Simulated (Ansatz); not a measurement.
Consider Mg$_{2}$Si (space group Fm-3m, No. 225).

```xyz
3
Lattice="0.0000 3.1822 3.1822 3.1822 0.0000 3.1822 3.1822 3.1822 0.0000" Properties=species:S:1:pos:R:3 pbc="T T T"
Si     0.0000     0.0000     0.0000
Mg     1.5911     1.5911     1.5911
Mg     4.7733     4.7733     4.7733
```

Cartesian axes are those of the cell as printed.

Calculations: PBE, PAW, 420 eV (Ansatz, an electronic-structure program; scalar-relativistic without spin-orbit coupling), earlier PAW set.

Perturbation: the cell is scaled by 0.9926 in all directions; the atoms relax in the strained cell.

Q: Predict the stress tensor and what it implies for the stiffness.

A: Stress of the strained cell less that of the base (GPa, compression positive):
```
   1.26    0.00    0.00
   0.00    1.26    0.00
   0.00    0.00    1.26
```

Then B = −ΔP/(ΔV/V₀) with ΔV/V₀ = -0.0220 gives secant stiffness values (nonlinear terms included at this strain): B ≈ 57 GPa.

Stability against distortions was not tested.
